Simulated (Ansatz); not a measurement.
Gap of a one-dimensional C body, 5 atoms a period at several levels, all on one geometry.

```yaml
crystal:
  lattice:
    - [13.50000, 0.00000, 0.00000]
    - [0.00000, 14.00000, 0.00000]
    - [0.00000, 0.00000, 1.61407]
  atoms:
    - { symbol: C, position: [0.58961, 0.50000, 0.00000] }
    - { symbol: C, position: [0.52125, 0.59073, 0.00000] }
    - { symbol: C, position: [0.41063, 0.55607, 0.00000] }
    - { symbol: C, position: [0.41063, 0.44393, 0.00000] }
    - { symbol: C, position: [0.52125, 0.40927, 0.00000] }
```

Levels: PBE (plane waves to 420 eV, PAW; Ansatz, a first-principles code); r2SCAN (plane waves to 500 eV, PAW; Ansatz); HSE06 in Ansatz. Unmarked values and the geometry are of the first. Mesh 1×1×188. No spin polarisation. Periodic along z alone, with about 11 Å of vacuum beside it. A hypothetical model. Symmetry and one short period hold its shape; lower forms weren't sought. HSE06 ran on a 1×1×11 mesh and at PBE's edge points.

```
level   gap (eV)
------  --------
PBE         0.52
r2SCAN      0.59
HSE06          …
```

Question: What belongs in the gaps?

Answer: 
- HSE06, gap (eV): 1.42
